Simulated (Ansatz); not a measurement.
This Ansatz (a quantum-chemistry and plane-wave program) input is the reference run, MgTe in the zinc blende structure (space group F-43m, No. 216), computed with LDA, PAW, 420 eV (Ansatz; scalar-relativistic without spin-orbit coupling):

Ansatz 0.2 input:
```yaml
crystal:
  lattice:
    - [0, 3.1840508086, 3.1840508086]
    - [3.1840508086, 0, 3.1840508086]
    - [3.1840508086, 3.1840508086, 0]
  atoms:
    - { symbol: Mg, position: [0, 0, 0] }
    - { symbol: Te, position: [0.25, 0.25, 0.25] }
basis: { ecutwfc: 420, ecutrho_ratio: 4, xc_grid: 2, fft_grid_basis: typed }
kpoints: { mp_grid: { grid: [9, 9, 9] } }
hamiltonian:
  xc: lda
  dispersion: none
  pseudopotentials: { kind: paw }
scf: { occupations: { method: fermi_dirac, width: 0.05 }, convergence: { dr2_threshold: 0.0000000002 } }
output: { forces: true, stress: true }
checkpoint: { write: state.ck, write_every: 1000 }
```

Task: Write the input for this change: an isotropic linear strain of +0.50 %, atoms relaxed at fixed cell.

Result: 
Ansatz 0.2 input:
```yaml
crystal:
  lattice:
    - [0, 3.1999710626, 3.1999710626]
    - [3.1999710626, 0, 3.1999710626]
    - [3.1999710626, 3.1999710626, 0]
  atoms:
    - { symbol: Mg, position: [0, 0, 0] }
    - { symbol: Te, position: [0.25, 0.25, 0.25] }
basis: { ecutwfc: 420, ecutrho_ratio: 4, xc_grid: 2, fft_grid_basis: typed }
kpoints: { mp_grid: { grid: [9, 9, 9] } }
hamiltonian:
  xc: lda
  dispersion: none
  pseudopotentials: { kind: paw }
scf: { occupations: { method: fermi_dirac, width: 0.05 }, convergence: { dr2_threshold: 0.0000000002 } }
relax: { f_tol: 0.005, max_steps: 50 }
output: { forces: true, stress: true }
checkpoint: { write: state.ck, write_every: 1000 }
```
This is the input that was run.

Stability against distortions was not tested.
